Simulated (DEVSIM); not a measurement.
Structure: abrupt Si p-n junction, at 300 K.

Layer 1 from the left is Si, thickness (μm) 34.0, Na (cm⁻³) 1.8e18, τn (s) 1.1e-7, τp (s) 1.1e-7. Layer 2 from the left is Si, thickness (μm) 140, Nd (cm⁻³) 4.5e15, τn (s) 1.1e-7, τp (s) 1.1e-7.

Left contact: ohmic. Right contact: ohmic. Voltage is applied to the left contact. Recombination: SRH at mid-gap, Auger. Mobility is constant in doping.

The device is made up for the run: typed textbook-type constants, with dimensions and the other settings drawn at random. Values at 300 K.

Si: gap (eV) 1.124, affinity (eV) 4.05, permittivity 11.7, Nc (cm⁻³) 2.86e19, Nv (cm⁻³) 3.1e19, μn (cm²/Vs) 1417, μp (cm²/Vs) 470, Cn (cm⁶/s) 2.8e-31, Cp (cm⁶/s) 9.9e-32.

Q: Estimate by hand the built-in potential, the peak field at zero bias, the capacitance at -0.6 V, and compare with a numerical solution.

A: 
- Built-in potential: ni = √(Nc Nv) exp(−Eg/2kT) = 1.08e10 cm⁻³ with Eg = 1.124 eV; Vbi = kT/q ln(Na Nd/ni²) = 0.824 V; numerical 0.824 V.
- Peak field at zero bias: depletion approximation: W = √(2εVbi/(qN)) = 0.487 μm with N = 4.49e15 cm⁻³; field = 2Vbi/W = 33800 V/cm; numerical 77100 V/cm (estimate below by 56 %).
- Capacitance at -0.6 V: C = √(qεN / 2(Vbi + |V|)) = 16.2 nF/cm²; numerical 16.8 nF/cm² (estimate below by 3.5 %).

DEVSIM, 1D drift-diffusion, Boltzmann statistics, complete ionisation; no tunnelling, impact ionisation, image-force lowering or self-heating.
